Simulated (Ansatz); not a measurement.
Base system: CdTe in the zinc blende structure (space group F-43m, No. 216; a = 6.618 Å).

Level of theory: PBE in Ansatz (plane waves to 420 eV, PAW, without spin-orbit coupling).

One change was made to it. Results:

```tsv
quantity	base	after
lattice parameter a	6.618 Å	6.400 Å
valley order (the lowest conduction-band minima on the path, energy above the VBM, named in the base's zone)	Γ 0.59 eV; L along ⟨111⟩ 1.76 eV	Γ 0.89 eV; L along ⟨111⟩ 1.86 eV
hole mass (degenerate bands, along [100])	0.054, 0.57, 0.57 mₑ (at Γ)	0.072, 0.49, 0.49 mₑ (at Γ)
electron mass	0.053 mₑ (at Γ)	0.071 mₑ (at Γ)
```

Problem. Which change produced these results?
(A) pressure −1 GPa
(B) pressure 4.5 GPa
(C) pressure 15 GPa

Solution. B, pressure 4.5 GPa. For comparison, the valley order in the other runs: pressure 15 GPa gives Γ 1.32 eV; L along ⟨111⟩ 1.98 eV; X along ⟨100⟩ 2.16 eV; pressure −1 GPa gives Γ 0.50 eV; L along ⟨111⟩ 1.73 eV.

With Te present, leaving out spin-orbit coupling can change the band edges. The levels and masses belong to the bands next to the band gap. Load acts through the strain it causes; cell and atoms are relaxed under it. Effective masses come from finite differences of ±0.01 Å⁻¹. Stability against distortions was not tested. Measured, CdTe leaves this structure (for cinnabar) near 3.53 GPa (temperature not stated; as listed in Datta, Sujoy, Jana, Debnarayan, arXiv (2020)), on rising pressure, with hysteresis.

Ansatz is a first-principles code.
